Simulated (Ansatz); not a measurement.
Input and output of a self-consistent single point for TiGa₃ (I4mm, 4 atoms in the cell) (Ansatz, an electronic-structure program).

Computed with LDA (PW92), default PAW files made with PBE (plane waves; Ansatz).

The change in words: lattice scaled by 0.98; kpoints.mp_grid.grid: 10 10 10 → 13 13 13. Reference geometry:
```xyz
4
Lattice="-1.8748 1.8748 4.3553 1.8748 -1.8748 4.3553 1.8748 1.8748 -4.3553" Properties=species:S:1:pos:R:3 pbc="T T T"
Ti     0.0000     0.0000     0.0500
Ga     0.0000     1.8748     2.1777
Ga     1.8748     0.0000     2.1777
Ga     0.0000     0.0000     4.3553
```

Reference input (self-consistent single point, DFT, LDA (PW92), plane waves, default PAW files made with PBE): basis.ecutwfc = 420 eV; kpoints.mp_grid.grid = 10 10 10; hamiltonian.xc = lda; hamiltonian.pseudopotentials = {kind: paw} (the program's default PAW files); scf.occupations.method = gaussian; scf.occupations.width = 0.1 eV. This run's input differs from it in these lines:

Ansatz 0.2 input:
```diff
@@ -3,10 +3,10 @@
   lattice:
-    - [-1.87478900, 1.87478900, 4.35533000]
-    - [1.87478900, -1.87478900, 4.35533000]
-    - [1.87478900, 1.87478900, -4.35533000]
+    - [-1.83729300, 1.83729300, 4.26822300]
+    - [1.83729300, -1.83729300, 4.26822300]
+    - [1.83729300, 1.83729300, -4.26822300]
   atoms:
-    - { symbol: Ti, position_ang: [-0.00000000, 0.00000000, 0.04999919] }
-    - { symbol: Ga, position_ang: [-0.00000000, 1.87478900, 2.17766500] }
-    - { symbol: Ga, position_ang: [1.87478900, 0.00000000, 2.17766500] }
-    - { symbol: Ga, position_ang: [0.00000000, 0.00000000, 4.35533000] }
+    - { symbol: Ti, position_ang: [0.00000000, -0.00000000, 0.04899920] }
+    - { symbol: Ga, position_ang: [-0.00000000, 1.83729300, 2.13411150] }
+    - { symbol: Ga, position_ang: [1.83729300, 0.00000000, 2.13411150] }
+    - { symbol: Ga, position_ang: [0.00000000, 0.00000000, 4.26822300] }
 basis:
@@ -15,3 +15,3 @@
   mp_grid:
-    grid: [10, 10, 10]
+    grid: [13, 13, 13]
 hamiltonian:
```

Output, abridged:

```
SCF iter   1: F=—  HF=-13573.023226 eV  |F-HF|=—  |Δ(HF+E_count)|=         —  Δρ=8.66e-3  dr2=3.30e-2  ethr=1.77e-3  ⟨swp⟩=5.4  Hψ=24609  notcnv=0
all-band conjugate gradients solve this SCF's bands
preconditioner: auto → Kerker (q_TF=auto, 2.673 Å⁻¹)
SCF iter   2: F=—  HF=-13573.017945 eV  |F-HF|=—  |Δ(HF+E_count)|=   5.28e-3  Δρ=3.92e-3  dr2=8.52e-3  ethr=6.47e-5  ⟨swp⟩=3.0  Hψ=12151  notcnv=0  defer=37
   [... lines left out ...]
SCF iter   4: F=—  HF=-13573.016533 eV  |F-HF|=—  |Δ(HF+E_count)|=   2.70e-4  Δρ=4.36e-4  dr2=1.02e-4  ethr=9.13e-7  ⟨swp⟩=2.0  Hψ=10006  notcnv=0  defer=37
SCF iter   5: F=—  HF=-13573.016511 eV  |F-HF|=—  |Δ(HF+E_count)|=   2.21e-5  Δρ=9.02e-5  dr2=6.28e-6  ethr=2.00e-7  ⟨swp⟩=2.9  Hψ=10443  notcnv=0  defer=37
SCF iter   6: F=—  HF=-13573.016508 eV  |F-HF|=—  |Δ(HF+E_count)|=   3.21e-6  Δρ=1.46e-5  dr2=1.49e-7  ethr=1.23e-8  ⟨swp⟩=2.3  Hψ=9937  notcnv=0  defer=40
SCF iter   7: F=-13573.016508 eV  HF=-13573.016508 eV  |F-HF|=5.10e-8  |Δ(HF+E_count)|=   7.60e-9  Δρ=7.19e-6  dr2=1.97e-8  ethr=1.96e-10  ⟨swp⟩=7.3  Hψ=24503  notcnv=0
SCF 1 converged in 7 iterations: F = -13573.016508 eV  dr2 = 1.97e-8
Free energy (F): -13573.016508 eV
Internal energy: -13573.010130 eV  (E = F + TS)
E sigma→0 (E₀):  -13573.013319 eV
Entropy (-TS):   -0.006378 eV (-1.594 meV/atom)
Fermi energy:    13.817492 eV
--- Forces (eV/Å), atoms counted from 1 ---
  atom   1  Ti    -0.00000000     0.00000000    -0.34223838
  atom   2  Ga     0.00000000    -0.00000000     0.20760809
  atom   3  Ga    -0.00000000     0.00000000     0.20760809
  atom   4  Ga    -0.00000000     0.00000000    -0.07296588
--- Stress (GPa, compression-positive) ---
        3.029076       0.000000      -0.000000
        0.000000       3.029076      -0.000000
       -0.000000       0.000000       2.455960
  P = ⅓ Tr σ = 2.8380 GPa (28.380 kbar)
  The stress holds the Pulay correction. Without it, at fixed plane waves, as pw.x and ABINIT print it: P = 2.7884 GPa
```

The run converged in 7 iterations. Against the reference run the free energy drops by 5.6 meV/atom, the pressure goes from -4.33 to 2.84 GPa and the largest force goes from 0.269 to 0.342 eV/Å.

The starting cell comes from a database of computed structures (which also holds hypothetical and non-ambient phases and stackings), without a prior relaxation at this level. Its lattice was rescaled by up to half a per cent. One atom was moved a little off its site on purpose. For this run, on top of that: lattice scaled by 0.98. Spin polarisation is off. Ansatz's pressure includes its estimate of the finite-basis (Pulay) stress.

Cost on one core of a shared machine: roughly 40 s.
